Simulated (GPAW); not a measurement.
GPAW 25.7.0, DFT, PBE, plane waves, PAW datasets of gpaw-data 1.0.1: bcc Fe, atoms displaced, 2 atoms, spin-polarised from a ferromagnetic start (3 μB on Fe). Basis and mesh were picked for this test and aren't claimed converged.

* **cell**: 2.87, 2.87, 2.87 Å; 90, 90, 90°
* **distance to the nearest atom**: 2.44 to 2.44 Å
* **task**: scf
* **mode.name**: pw
* **mode.ecut**: 500 eV
* **xc**: PBE
* **k mesh**: 8×8×8
* **kpts.gamma**: true
* **occupations.name**: fermi-dirac
* **occupations.width**: 0.1 eV
* **convergence.density (electrons an electron)**: 1e-05
* **maxiter**: 150
* **parallel.sl_auto**: false
* **eigensolver.name**: dav (default)
* **eigensolver.niter**: 2 (default)
* **mixer.backend**: pulay (default)
* **mixer.method**: difference (default)
* **mixer.beta**: 0.05 (default)
* **mixer.nmaxold**: 5 (default)
* **mixer.weight**: 50 (default)
* **convergence.eigenstates (eV² an electron)**: 4e-08 (default)
* **convergence.energy (eV an electron)**: 0.0005 (default)
* **k-points after symmetry (for each spin)**: 260
* **bands**: 18
* **electrons**: 16
* **plane waves**: 624
* **coarse grid**: 15*15*15
* **symmetry operations**: 1

Hardware: AMD EPYC (Zen 5), 96 cores on 1 socket, no SMT, 12 L3 cache groups; 94 cores' worth of CPU time may be used.

Wall times, medians of two to five repeats, each run alone on the node (launch to exit). Unless noted, each process is bound to its own block of adjacent cores. The build: conda-forge: Open MPI, OpenMP, OpenBLAS, FFTW, ScaLAPACK, ELPA; another build can shift the numbers. Scratch files lie in a memory file system.

First run (8 ranks, parallel.kpt = 8, parallel.band = 1, parallel.domain = 1, parallel.augment_grids = true):

```
Timing:                              incl.     excl.
-----------------------------------------------------------
Forces:                              0.028     0.028   0.4%
Hamiltonian:                         0.025     0.000   0.0%
 Atomic:                             0.022     0.022   0.3%
  XC Correction:                     0.000     0.000   0.0%
 Calculate atomic Hamiltonians:      0.001     0.001   0.0%
 Communicate:                        0.000     0.000   0.0%
 Initialize Hamiltonian:             0.000     0.000   0.0%
 Poisson:                            0.000     0.000   0.0%
 XC 3D grid:                         0.002     0.002   0.0%
LCAO initialization:                 0.780     0.009   0.1%
 LCAO eigensolver:                   0.224     0.000   0.0%
  Calculate projections:             0.000     0.000   0.0%
  DenseAtomicCorrection:             0.001     0.001   0.0%
  Distribute overlap matrix:         0.000     0.000   0.0%
  Orbital Layouts:                   0.004     0.004   0.1%
  Potential matrix:                  0.213     0.213   2.8%
  Sum over cells:                    0.004     0.004   0.1%
 LCAO to grid:                       0.469     0.469   6.2%
 Set positions (LCAO WFS):           0.078     0.014   0.2%
  Basic WFS set positions:           0.000     0.000   0.0%
  Basis functions set positions:     0.000     0.000   0.0%
  P tci:                             0.023     0.023   0.3%
  ST tci:                            0.038     0.038   0.5%
  mktci:                             0.003     0.003   0.0%
PWDescriptor:                        0.017     0.017   0.2%
SCF-cycle:                           6.193     0.391   5.1%
 Davidson:                           4.902     1.223  16.0%
  Apply H:                           0.529     0.478   6.3%
   HMM T:                            0.051     0.051   0.7%
  Subspace diag:                     0.877     0.032   0.4%
   calc_h_matrix:                    0.643     0.101   1.3%
    Apply H:                         0.542     0.479   6.3%
     HMM T:                          0.063     0.063   0.8%
   diagonalize:                      0.111     0.111   1.5%
   rotate_psi:                       0.091     0.091   1.2%
  calc. matrices:                    1.612     0.559   7.3%
   Apply H:                          1.052     0.950  12.5%
    HMM T:                           0.102     0.102   1.3%
  diagonalize:                       0.506     0.506   6.6%
  rotate_psi:                        0.156     0.156   2.1%
 Density:                            0.314     0.000   0.0%
  Atomic density matrices:           0.024     0.024   0.3%
  Mix:                               0.029     0.029   0.4%
  Multipole moments:                 0.001     0.001   0.0%
  Pseudo density:                    0.260     0.259   3.4%
   Symmetrize density:               0.000     0.000   0.0%
 Hamiltonian:                        0.572     0.002   0.0%
  Atomic:                            0.509     0.509   6.7%
   XC Correction:                    0.000     0.000   0.0%
  Calculate atomic Hamiltonians:     0.009     0.009   0.1%
  Communicate:                       0.001     0.001   0.0%
  Poisson:                           0.001     0.001   0.0%
  XC 3D grid:                        0.050     0.050   0.7%
 Orthonormalize:                     0.014     0.001   0.0%
  calc_s_matrix:                     0.003     0.003   0.0%
  inverse-cholesky:                  0.002     0.002   0.0%
  projections:                       0.006     0.006   0.1%
  rotate_psi_s:                      0.002     0.002   0.0%
Set symmetry:                        0.003     0.003   0.0%
Other:                               0.573     0.573   7.5%
-----------------------------------------------------------
Total:                                         7.619 100.0%
```

Second run:

```
Timing:                              incl.     excl.
-----------------------------------------------------------
Forces:                              0.043     0.043   0.3%
Hamiltonian:                         0.024     0.000   0.0%
 Atomic:                             0.000     0.000   0.0%
  XC Correction:                     0.000     0.000   0.0%
 Calculate atomic Hamiltonians:      0.000     0.000   0.0%
 Communicate:                        0.022     0.022   0.1%
 Initialize Hamiltonian:             0.000     0.000   0.0%
 Poisson:                            0.000     0.000   0.0%
 XC 3D grid:                         0.002     0.002   0.0%
LCAO initialization:                 0.754     0.008   0.1%
 LCAO eigensolver:                   0.099     0.001   0.0%
  Calculate projections:             0.000     0.000   0.0%
  DenseAtomicCorrection:             0.001     0.001   0.0%
  Distribute overlap matrix:         0.006     0.006   0.0%
  Orbital Layouts:                   0.018     0.018   0.1%
  Potential matrix:                  0.060     0.060   0.4%
  Sum over cells:                    0.011     0.011   0.1%
 LCAO to grid:                       0.549     0.549   3.4%
 Set positions (LCAO WFS):           0.099     0.001   0.0%
  Basic WFS set positions:           0.000     0.000   0.0%
  Basis functions set positions:     0.000     0.000   0.0%
  P tci:                             0.003     0.003   0.0%
  ST tci:                            0.091     0.091   0.6%
  mktci:                             0.003     0.003   0.0%
PWDescriptor:                        0.022     0.022   0.1%
SCF-cycle:                          14.668     0.565   3.5%
 Davidson:                          12.811     3.205  20.1%
  Apply H:                           1.265     1.194   7.5%
   HMM T:                            0.071     0.071   0.4%
  Subspace diag:                     2.240     0.104   0.7%
   calc_h_matrix:                    1.463     0.173   1.1%
    Apply H:                         1.290     1.218   7.6%
     HMM T:                          0.072     0.072   0.5%
   diagonalize:                      0.522     0.522   3.3%
   rotate_psi:                       0.151     0.151   0.9%
  calc. matrices:                    3.856     1.371   8.6%
   Apply H:                          2.485     2.343  14.7%
    HMM T:                           0.142     0.142   0.9%
  diagonalize:                       1.965     1.965  12.3%
  rotate_psi:                        0.280     0.280   1.8%
 Density:                            0.702     0.000   0.0%
  Atomic density matrices:           0.036     0.036   0.2%
  Mix:                               0.021     0.021   0.1%
  Multipole moments:                 0.001     0.001   0.0%
  Pseudo density:                    0.644     0.644   4.0%
   Symmetrize density:               0.000     0.000   0.0%
 Hamiltonian:                        0.558     0.003   0.0%
  Atomic:                            0.002     0.002   0.0%
   XC Correction:                    0.000     0.000   0.0%
  Calculate atomic Hamiltonians:     0.003     0.003   0.0%
  Communicate:                       0.509     0.509   3.2%
  Poisson:                           0.001     0.001   0.0%
  XC 3D grid:                        0.041     0.041   0.3%
 Orthonormalize:                     0.033     0.004   0.0%
  calc_s_matrix:                     0.005     0.005   0.0%
  inverse-cholesky:                  0.010     0.010   0.1%
  projections:                       0.010     0.010   0.1%
  rotate_psi_s:                      0.002     0.002   0.0%
Set symmetry:                        0.003     0.003   0.0%
Other:                               0.428     0.428   2.7%
-----------------------------------------------------------
Total:                                        15.944 100.0%
```

Task: Which of these changes turns the first timing block into the second?
(A) parallel.kpt = 1, parallel.band = 4, parallel.domain = 2
(B) parallel.kpt = 2, parallel.domain = 4
(C) parallel.kpt = 8 by the program's choice (default), parallel.band = 1 by the program's choice (default), parallel.domain = 1 x 1 x 1 by the program's choice (default)
(D) parallel.kpt = 8 by the program's choice (default), parallel.band = 1 by the program's choice (default), parallel.domain = 1 by the program's choice (default), parallel.augment_grids = false (default)

Result: B, parallel.kpt = 2, parallel.domain = 4. The largest move is in the band solver (Davidson, Orthonormalize): 4.9 s to 13 s. What the program resolved moves too: groups over k-points from 8 to 2, domains from 1 x 1 x 1 to 2 x 2 x 1. The other changes gave 33 s (parallel.kpt = 1, parallel.band = 4, parallel.domain = 2), 8.7 s (parallel.kpt = 8 by the program's choice (default), parallel.band = 1 by the program's choice (default), parallel.domain = 1 x 1 x 1 by the program's choice (default)), 8.8 s (parallel.kpt = 8 by the program's choice (default), parallel.band = 1 by the program's choice (default), parallel.domain = 1 by the program's choice (default), parallel.augment_grids = false (default)), against 17 s here and 8.7 s at first.
